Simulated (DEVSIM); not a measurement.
Structure: Schottky contact on p-type Ge, at 300 K.

| layer (left to right) | material | thickness (μm) | Na (cm⁻³) | τn (s) | τp (s) |
|---|---|---|---|---|---|
| 1 | Ge | 6.80 | 1.8e16 | 4.8e-7 | 4.8e-7 |
| 2 | Ge | 0.790 | 6.2e17 | 4.8e-7 | 4.8e-7 |

Left contact: Schottky, work function 4.164 eV, emission velocity 6e6 cm/s. Right contact: ohmic. Voltage is applied to the left contact. Recombination: SRH at mid-gap, radiative, Auger. Mobility is μmin + (μ − μmin)/(1 + (N/Nref)^α).

The device is made up for the run: typed textbook-type constants, with dimensions and the other settings drawn at random. Values at 300 K.

```tsv
parameter	Ge
gap (eV)	0.664
affinity (eV)	4
permittivity	16
Nc (cm⁻³)	1.04e19
Nv (cm⁻³)	6e18
μn (cm²/Vs)	3900
μp (cm²/Vs)	1900
μn,min	150
μp,min	100
Nref,n	2.6e17
Nref,p	4e17
αn	0.56
αp	0.6
B (cm³/s)	6.4e-14
Cn (cm⁶/s)	1e-31
Cp (cm⁶/s)	1e-31
```

Simulated with DEVSIM: 1D drift-diffusion, Boltzmann statistics, complete ionisation; no tunnelling, impact ionisation, image-force lowering or self-heating. Metal contacts follow the ideal Schottky-Mott rule: no Fermi-level pinning, no interface dipoles.

Tabulate band edges, carrier densities and field at zero bias.

Energies count from the Fermi level of the right contact; mesh points crowd at the junctions.

```
x (μm)   Ec (eV)  Ev (eV)  n (cm⁻³)  p (cm⁻³)  field (V/cm)
-------  -------  -------  --------  --------  ------------
0.000      0.164   -0.500    1.8e16    2.4e10         38000
0.02398    0.246   -0.418    7.6e14    5.7e11         31000
0.07173    0.373   -0.291    5.7e12    7.7e13         22000
0.1668     0.493   -0.171    5.4e10    8.1e15          5100
0.4610     0.514   -0.150    2.4e10    1.8e16           ≈ 0
0.9421     0.514   -0.150    2.4e10    1.8e16           ≈ 0
1.900      0.514   -0.150    2.4e10    1.8e16           ≈ 0
4.348      0.514   -0.150    2.4e10    1.8e16           ≈ 0
5.581      0.514   -0.150    2.4e10    1.8e16           ≈ 0
6.225      0.514   -0.150    2.4e10    1.8e16           ≈ 0
6.523      0.514   -0.150    2.4e10    1.8e16           ≈ 0
6.706      0.517   -0.147    2.1e10    2.0e16           920
6.765      0.532   -0.132    1.2e10    3.7e16          5900
6.794      0.567   -0.097     3.1e9    1.4e17         22000
6.824      0.605   -0.059     7.2e8    6.1e17           910
6.869      0.605   -0.059     7.0e8    6.2e17           ≈ 0
6.955      0.605   -0.059     7.0e8    6.2e17           ≈ 0
7.121      0.605   -0.059     7.0e8    6.2e17           ≈ 0
7.396      0.605   -0.059     7.0e8    6.2e17           ≈ 0
7.501      0.605   -0.059     7.0e8    6.2e17           ≈ 0
7.556      0.605   -0.059     7.0e8    6.2e17           ≈ 0
7.590      0.605   -0.059     7.0e8    6.2e17           ≈ 0
```
